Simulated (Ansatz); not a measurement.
# fcc Au (0 0 1) on tetragonal BaTiO3 (0 0 1) (film strained to the substrate, started from cuts of the bulks and a machine-learned relaxation; slabs Ba4Ti4O12 and Au12, which can lie off the formulas)

A periodic stack without vacuum, fcc Au (0 0 1) on tetragonal BaTiO3 (0 0 1) (film strained to the substrate, started from cuts of the bulks and a machine-learned relaxation; slabs Ba4Ti4O12 and Au12, which can lie off the formulas): substrate slab Ba4Ti4O12, film Au12, surface cells [[0, 1], [-1, 0]] and [[0, -1], [2, 1]], film strained by -4.1 and -4.1 %, outermost planes BaO/OTi and Au/Au as cut, which need not be the usual terminations and can put a slab off its formula.

The start was prepared with a machine-learned potential, and the result is one local minimum, with the in-plane cell held and forces under 0.04 eV/Å; the film can end far from its bulk form.

Calculation: PBE (plane waves to 420 eV, PAW; Ansatz, a program for electronic structure). Spin–orbit coupling is left out; the runs are not spin-polarised; PBE gaps are too small against experiment. Its k-point mesh 8×8×1, Fermi–Dirac width 0.05 eV.

```
Item                                                                                        Value
--------------------------------------------------------------------------------  ---------------
interface area                                                                            15.9 Å²
period                                                                                    31.46 Å
heights between the nearest atoms of the two slabs at the two interfaces          2.42 and 3.21 Å
Au–Ba contacts across the interfaces within 1.22 times the sum of covalent radii   4, mean 3.78 Å
Au–Ti contacts across the interfaces within 1.22 times the sum of covalent radii   4, mean 3.27 Å
Au–O contacts across the interfaces within 1.22 times the sum of covalent radii    2, mean 2.43 Å
```

```xyz
32
Lattice="3.9856 0.0001 -0.0238 -0.0002 3.9857 -0.0142 -1.8494 0.2280 31.4734" Properties=species:S:1:pos:R:3 pbc="T T T"
Ba    -0.1101     3.4793     1.7447
Ti     1.9052     1.4858     3.7655
O      1.8571     1.5162     1.9672
O      1.8560     3.5337     3.9238
O     -0.1405     1.5348     3.9444
Ba    -0.0969     3.5155     5.9468
Ti     1.9370     1.5072     7.9569
O      1.8706     1.5498     6.1274
O      1.8543     3.5900     8.1314
O     -0.1504     1.5893     8.1501
Ba    -0.0881     3.5697    10.1326
Ti     1.9451     1.6225    12.1313
O      1.8763     1.5673    10.3026
O      1.8631     3.5225    12.3153
O     -0.1452     1.5420    12.3324
Ba    -0.0890     3.5769    14.3387
Ti     1.9415     1.6208    16.2763
O      1.8812     1.5586    14.4689
O      1.8518     3.5112    16.4358
O     -0.1442     1.5238    16.4582
Au     1.9137     1.5787    21.0469
Au    -0.0794     3.5714    21.0739
Au    -0.0873     1.5742    18.8826
Au     1.9021     3.5708    18.8678
Au     1.9463     1.6093    25.5158
Au    -0.0465     3.6022    25.5255
Au    -0.0633     1.5923    23.3060
Au     1.9297     3.5851    23.2882
Au     1.9783     1.6431    29.9890
Au    -0.0144     3.6357    29.9959
Au    -0.0300     1.6269    27.7435
Au     1.9627     3.6198    27.7287
```
